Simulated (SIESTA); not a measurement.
## SIESTA run on TiO (P-6m2, 2 atoms in the cell): self-consistent single point

Level of theory: GGA PBEsol, numerical atomic orbitals TZP, PseudoDojo PBEsol standard norm-conserving potentials (rewritten from UPF to PSML) in SIESTA.

The input file:

```
# files in the folder: Ti.psml O.psml (PseudoDojo PBEsol standard)
SystemName  TiO
SystemLabel TiO

NumberOfAtoms                2
NumberOfSpecies              2
%block ChemicalSpeciesLabel
  1 22 Ti
  2 8 O
%endblock ChemicalSpeciesLabel
LatticeConstant              1.0 Ang
%block LatticeVectors
     2.822525000    0.000000000    0.000000000
    -1.411262000    2.444378000    0.000000000
     0.000000000    0.000000000    2.836275000
%endblock LatticeVectors
AtomicCoordinatesFormat      Ang
%block AtomicCoordinatesAndAtomicSpecies
     1.411264078    0.814791852    0.000000000  1
     0.000000000    0.000000000    1.418137500  2
%endblock AtomicCoordinatesAndAtomicSpecies

XC.functional                GGA
XC.authors                   PBEsol
PAO.BasisSize                TZP
PAO.EnergyShift              0.005 Ry
MeshCutoff                   400 Ry
%block kgrid.MonkhorstPack
   13   0   0  0.0
    0  13   0  0.0
    0   0  12  0.0
%endblock kgrid.MonkhorstPack
OccupationFunction           FD
ElectronicTemperature        0.1 eV

MaxSCFIterations             150
SCF.Mixer.Method             Pulay
SCF.Mixer.Weight             0.2
SCF.Mixer.History            8
SCF.DM.Tolerance             1.0E-05
Diag.ParallelOverK           true
WriteForces                  true
```

Output (repeated stretches shortened):

```
reinit: Reading from file input.fdf

reinit: System Name: TiO
reinit: System Label: TiO

coor:   Atomic-coordinates input format  =     Cartesian coordinates
coor:                                          (in Angstroms)

siesta: Atomic coordinates (Bohr) and species
siesta:      2.66690   1.53973   0.00000  1        1
siesta:      0.00000   0.00000   2.67989  2        2

siesta: System type = bulk

initatomlists: Number of atoms, orbitals, and projectors:      2    42    31

siesta: ******************** Simulation parameters ****************************
redata: Spin configuration                          = none
redata: Time-Reversal Symmetry                      = T
redata: Number of Atomic Species                    =        2
redata: Mesh Cutoff                                 =   400.0000 Ry
redata: Net charge of the system                    =     0.0000 |e|
redata: Min. number of SCF Iter                     =        0
redata: Max. number of SCF Iter                     =      150
redata: SCF convergence failure will abort job
redata: SCF mix quantity                            = Hamiltonian
redata: Mix DM or H after convergence               =   F
redata: Recompute H after scf cycle                 =   F
redata: Mix DM in first SCF step                    =   T
redata: No kicks to SCF
redata: DM Mixing Weight for Kicks                  =     0.5000
redata: Require Harris convergence for SCF          =   F
redata: Harris energy tolerance for SCF             =     0.000100 eV
redata: Require DM convergence for SCF              =   T
redata: DM tolerance for SCF                        =     0.000010
redata: Require EDM convergence for SCF             =   F
redata: EDM tolerance for SCF                       =     0.001000 eV
redata: Require H convergence for SCF               =   T
redata: Hamiltonian tolerance for SCF               =     0.001000 eV
redata: Require (free) Energy convergence for SCF   =   F
redata: (free) Energy tolerance for SCF             =     0.000100 eV
redata: Using DFT-D3 dispersion                     =   F
redata: Using Saved Data (generic)                  =   F
redata: Method of Calculation                       = Diagonalization
redata: Electronic Temperature                      =  1160.4518 K
redata: Number of TDED substeps                     =        3
redata: Dynamics option                             = Single-point calculation
redata: Save all siesta data in one NC              =   F
redata: ***********************************************************************

%block SCF.Mixers
  Pulay
%endblock SCF.Mixers

%block SCF.Mixer.Pulay
  # Mixing method
  method pulay
  variant stable

  # Mixing options
  weight 0.2000
  weight.linear 0.2000
  history 8
%endblock SCF.Mixer.Pulay

DM_history_depth set to one: no extrapolation allowed by default for geometry relaxation
Size of DM history Fstack: 1
Total number of electrons:    18.000000
Total ionic charge:    18.000000

* ProcessorY, Blocksize:    1  43

* Orbital distribution balance (max,min):    42    42

k-point displ. along   3 input, could be:     0.00    0.50
 Kpoints in:         1092 . Kpoints trimmed:         1021

siesta: k-grid: Number of k-points = 1021
siesta: k-points from Monkhorst-Pack grid
siesta: k-cutoff (effective) =    17.018 Ang
siesta: k-point supercell and displacements
siesta: k-grid:    13     0     0      0.000
siesta: k-grid:     0    13     0      0.000
siesta: k-grid:     0     0    12      0.000

diag: Algorithm                                     = D&C
diag: Parallel over k                               =   F
diag: Use parallel 2D distribution                  =   F
diag: Parallel block-size                           = 43
diag: Parallel distribution                         =     1 x     1
diag: Used triangular part                          = Lower
diag: Absolute tolerance                            =  0.100E-15
diag: Orthogonalization factor                      =  0.100E-05
diag: Memory factor                                 =  1.0000

superc: Internal auxiliary supercell:     9 x     9 x     7  =     567
superc: Number of atoms, orbitals, and projectors:   1134  23814  17577

                        Single-point calculation

superc: Internal auxiliary supercell:     9 x     9 x     7  =     567
superc: Number of atoms, orbitals, and projectors:   1134  23814  17577

outcell: Unit cell vectors (Ang):
        2.822525    0.000000    0.000000
       -1.411262    2.444378    0.000000
        0.000000    0.000000    2.836275

outcell: Cell vector modules (Ang)   :    2.822525    2.822524    2.836275
outcell: Cell angles (23,13,12) (deg):     90.0000     90.0000    120.0000
outcell: Cell volume (Ang**3)        :     19.5684
new_DM -- step:     1
Initializing Density Matrix...

Attempting to read DM from file... Failed...
DM filled with atomic data:

InitMesh: MESH = 30 x 30 x 36 = 32400
InitMesh: Mesh cutoff (required, used) =   400.000   416.301 Ry

stepf: Fermi-Dirac step function

        iscf     Eharris(eV)        E_KS(eV)     FreeEng(eV)     dDmax    Ef(eV) dHmax(eV)
   scf:    1    -2048.068498    -2062.770478    -2062.773167  1.520195 -4.650262  6.266382
   scf:    2    -2065.674323    -2064.561135    -2064.564421  0.201874 -5.234934  2.462057
   scf:    3    -2064.831693    -2064.776808    -2064.780827  0.110222 -5.582165  0.514373
   scf:    4    -2064.784025    -2064.787614    -2064.791984  0.033108 -5.635685  0.345748
   scf:    5    -2064.766135    -2064.785627    -2064.790187  0.021948 -5.715703  0.394619
   scf:    6    -2064.790661    -2064.792234    -2064.796626  0.016297 -5.645656  0.104013
   scf:    7    -2064.792835    -2064.792674    -2064.797094  0.003684 -5.657881  0.012535
   scf:    8    -2064.792662    -2064.792674    -2064.797097  0.000835 -5.660367  0.008578
   scf:    9    -2064.792680    -2064.792678    -2064.797100  0.000363 -5.659233  0.000296
   scf:   10    -2064.792678    -2064.792678    -2064.797100  0.000013 -5.659256  0.000340
   scf:   11    -2064.792678    -2064.792678    -2064.797100  0.000019 -5.659195  0.000016
   scf:   12    -2064.792678    -2064.792678    -2064.797100  0.000001 -5.659198  0.000003

SCF Convergence by DM+H criterion
max |DM_out - DM_in|         :     0.0000009297
max |H_out - H_in|      (eV) :     0.0000034696
SCF cycle converged after 12 iterations

Using DM_out to compute the final energy and forces

siesta: E_KS(eV) =            -2064.7927

siesta: E_KS - E_eggbox =     -2064.7927

siesta: Atomic forces (eV/Ang):
     1   -0.000028    0.000016   -0.000000
     2    0.000030   -0.000017    0.000000
   Tot    0.000002   -0.000001   -0.000000
   Max    0.000030
   Res    0.000019    sqrt( Sum f_i^2 / 3N )
   Max    0.000030    constrained

Stress tensor Voigt[x,y,z,yz,xz,xy] (kbar):       89.81       89.84      111.63       -0.00        0.00        0.03
(Free)E + p*V (eV/cell)    -2065.9829
Target enthalpy (eV/cell)    -2064.7971

siesta: Program's energy decomposition (eV):
siesta: Ebs     =      -504.888546
siesta: Eions   =      3053.953202
siesta: Ena     =       440.400558
siesta: Ekin    =       944.596736
siesta: Enl     =       -59.771784
siesta: Eso     =         0.000000
siesta: Edftu   =         0.000000
siesta: DEna    =        12.911442
siesta: DUscf   =         0.507751
siesta: DUext   =         0.000000
siesta: Ex      =      -323.268191
siesta: Ec      =       -26.215988
siesta: Exc     =      -349.484179
siesta: Eharris =     -2064.792678
siesta: Etot    =     -2064.792678
siesta: FreeEng =     -2064.797100

siesta: Stress tensor (static) (eV/Ang**3):
siesta:     0.056052    0.000021   -0.000000
siesta:     0.000021    0.056076    0.000000
siesta:     0.000000   -0.000000    0.069673

siesta: Cell volume =         19.568363 Ang**3

siesta: Pressure (static):
siesta:                Solid            Molecule  Units
siesta:          -0.00066002         -0.00066001  Ry/Bohr**3
siesta:          -0.06060010         -0.06059963  eV/Ang**3
siesta:         -97.09206143        -97.09131665  kBar
```

The run converged in 12 iterations.

The starting cell comes from a database of computed structures (which also holds hypothetical and non-ambient phases and stackings), without a prior relaxation at this level. Its lattice was rescaled by a random factor within 2.5 % of one. Spin polarisation is off, so a magnetic state, if there is one, cannot be reached. Values carry the incompleteness of an atom-centred basis. With a pressure of about -10 GPa the cell is away from its equilibrium volume at this level.

Cost on one core of a shared machine: roughly 2 min.
